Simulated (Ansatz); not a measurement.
Data:

End structure of a constructed model of the (0001) surface of hcp Ti, a layer of Nb in place of the third plane (bottom of the slab: a bare face, its two planes held):

```xyz
6
Lattice="2.9386 0.0000 0.0000 -1.4693 2.5449 0.0000 0.0000 0.0000 28.0000" Properties=species:S:1:pos:R:3 pbc="T T T"
Ti     1.4693     0.8483     8.1616
Ti     0.0000     1.6966    10.4874
Ti     1.4693     0.8483    12.8198
Nb     0.0000     1.6966    15.2857
Ti     1.4693     0.8483    17.7560
Ti     0.0000     1.6966    19.9315
```

Slab: 6 atoms, 11.7 Å thick at the start; k 15x15x1, smearing 0.1 eV, dipole-corrected; 2 atoms held, the rest relaxed; symmetry of the start imposed; no spin, no spin-orbit, no U. In PBE it is, or lies within 0.01 eV a 1x1 cell of, the lowest of the 2 structures of its composition computed so far; larger cells were not tried.

Problem. What is the computed work function of the top face (PBE (Ansatz, a quantum-chemistry and plane-wave program))?

Solution. 4.39 eV
